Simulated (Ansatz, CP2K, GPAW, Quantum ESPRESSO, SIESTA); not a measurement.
**One structure in several programs: Mg2Zn (Cmcm, 6 atoms in the cell)**

Self-consistent single point.

```xyz
6
Lattice="4.7534 -2.5113 0.0000 4.7534 2.5113 0.0000 0.0000 0.0000 4.7387" Properties=species:S:1:pos:R:3 pbc="T T T"
Mg     6.2286     1.5270     3.5541
Mg     3.2782    -1.5270     1.1847
Mg     6.2286    -1.5270     1.1847
Mg     3.2782     1.5270     3.5541
Zn     4.7534    -0.8812     3.5541
Zn     4.7534     0.8812     1.1847
```

Shared settings, as Ansatz (a first-principles code) writes them: kpoints.mp_grid.grid = 5 5 5; scf.occupations.method = gaussian; scf.occupations.width = 0.272 eV. Potentials and cutoffs stand in the table.

```json
[
 {"code": "CP2K", "model": "LDA (Pade form), GPW, DZVP-MOLOPT-SR-GTH basis, GTH-PADE potentials (GTH_POTENTIALS)", "pressure (GPa)": "-0.49", "largest force (eV/Å)": "0.070", "cutoff": "grid 1000 Ry"},
 {"code": "GPAW", "model": "LDA (Perdew-Wang 92), GPAW PAW datasets LDA (gpaw-data 1.0.1)", "pressure (GPa)": "-2.12", "largest force (eV/Å)": "0.083", "cutoff": "850 eV"},
 {"code": "Ansatz", "model": "LDA (PW92), PAW files made with PBE", "pressure (GPa)": "-2.12", "largest force (eV/Å)": "0.083", "cutoff": "default"},
 {"code": "Quantum ESPRESSO", "model": "LDA (PZ), GBRV 1.5 ultrasoft (LDA) pseudopotentials", "pressure (GPa)": "-2.37", "largest force (eV/Å)": "0.082", "cutoff": "50 Ry"},
 {"code": "SIESTA", "model": "LDA PW92, numerical atomic orbitals DZP, PseudoDojo LDA standard norm-conserving potentials (rewritten from UPF to PSML)", "pressure (GPa)": "-3.21", "largest force (eV/Å)": "0.213", "cutoff": "grid 300 Ry"}
]
```

Size of the force on each atom (eV/Å): Sizes of forces hide their directions.

```json
[
 {"code": "CP2K", "Mg1": "0.026", "Mg2": "0.026", "Mg3": "0.026", "Mg4": "0.026", "Zn5": "0.070", "Zn6": "0.070"},
 {"code": "GPAW", "Mg1": "0.083", "Mg2": "0.083", "Mg3": "0.083", "Mg4": "0.083", "Zn5": "0.015", "Zn6": "0.015"},
 {"code": "Ansatz", "Mg1": "0.083", "Mg2": "0.083", "Mg3": "0.083", "Mg4": "0.083", "Zn5": "0.012", "Zn6": "0.012"},
 {"code": "Quantum ESPRESSO", "Mg1": "0.082", "Mg2": "0.082", "Mg3": "0.082", "Mg4": "0.082", "Zn5": "0.009", "Zn6": "0.009"},
 {"code": "SIESTA", "Mg1": "0.080", "Mg2": "0.080", "Mg3": "0.080", "Mg4": "0.080", "Zn5": "0.213", "Zn6": "0.213"}
]
```

The spread over the programs that give each value: pressure within 2.72 GPa; largest force within 0.143 eV/Å.

CP2K and SIESTA use small atom-centred bases, whose incompleteness enters pressures, forces and empty levels differently from a plane-wave cutoff. Ansatz's pressure is given at a fixed set of plane waves, as the other plane-wave codes print theirs. The same LDA comes in different parametrisations, which differ slightly. In the pressure, CP2K (by 1.63) and SIESTA (by 1.09) lie more than 1 GPa from the median of the plane-wave programs. In the force vectors, SIESTA (by 0.201) lies more than 0.08 eV/Å from the median of the plane-wave programs.

The starting cell comes from a database of computed structures (which also holds hypothetical and non-ambient phases and stackings), without a prior relaxation at this level.

Left out of this page: Elk (not drawn, or without a comparable value).

Keys are those of Ansatz 0.2.
